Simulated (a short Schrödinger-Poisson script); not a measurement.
Stack: MOS inversion layer, SiO2 on p-type Si(110), at 300 K.

```csv
layer,material,thickness (nm),Na (cm⁻³)
1,SiO2,1.7,-
2,Si,380,1.3e18
```

The device is made up for the run: typed textbook-type constants, with dimensions and the other settings drawn at random. SiO2: permittivity 3.9, conduction-band edge (eV) 3.15, gap (eV) 9, electron mass (mₑ) 0.5. Si: permittivity 11.7, conduction-band edge (eV) 0, gap (eV) 1.124, Nv at 300 K (cm⁻³) 3.1e19.

Channel valleys (confinement mass, in-plane density-of-states mass, number): Δ4 0.315, 0.324, 4; Δ2 0.19, 0.417, 2. At the gate the conduction-band edge of layer 1 lies 3.34 eV − eVg above the Fermi level of the channel; the field vanishes at the back. Gaps are held at their typed values at every temperature. Mesh 0.03 nm at interfaces.

Solved with a short Schrödinger-Poisson script written for these runs: 1D Poisson equation in equilibrium, electrons quantum, Hartree (BenDaniel-Duke, 12 states a valley, the channel's in-plane mass for all, wave functions free to enter the dielectric), parabolic valleys, classical holes, full ionisation, no traps, pinning or gate leakage.

The same stack at other levels of the model or other numerical settings:

```csv
run,sheet density of all electrons at Vg = 1.2 V (cm⁻²),sheet density of all electrons at Vg = 0.6 V (cm⁻²),capacitance at Vg = 1.2 V (μF/cm²),centroid of the channel electrons at Vg = 1.2 V (nm),rough cost against the base
base,5.48e12,2.16e11,1.62,1.49,about 1
"electrons treated as classical, Boltzmann",7.71e12,1.04e12,1.91,0.30,0.02
"electrons treated as classical, Fermi-Dirac",7.26e12,1.00e12,1.79,0.44,0.1
mesh six times as coarse,5.44e12,2.08e11,1.61,1.51,0.2
one subband a valley,5.48e12,2.15e11,1.62,1.49,0.4
```

The classical rows ignore confinement, and Boltzmann statistics overrate the density once the band edge passes the Fermi level.
